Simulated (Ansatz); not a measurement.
The structure below was relaxed with Ansatz (a quantum-chemistry and plane-wave program) PBE, scalar-relativistic without spin-orbit coupling, earlier PAW set.

Space group Im-3m (No. 229); a = b = c = 3.434 Å, α = β = γ = 90.00°

| atom | site | symmetry | x | y | z |
|---|---|---|---|---|---|
| Li | 2a | m-3m | 0.0000 | 0.0000 | 0.0000 |

Question: Write out a cell with all atoms.

Answer: 
```
Li
1.0
    3.43418     0.00000     0.00000
    0.00000     3.43418     0.00000
    0.00000     0.00000     3.43418
Li
2
Direct
  0.00000   0.00000   0.00000
  0.50000   0.50000   0.50000
```
This is the conventional cell.

Whether these cells are dynamically stable was not tested. The cell was made from Rb by this change: Rb → Li.
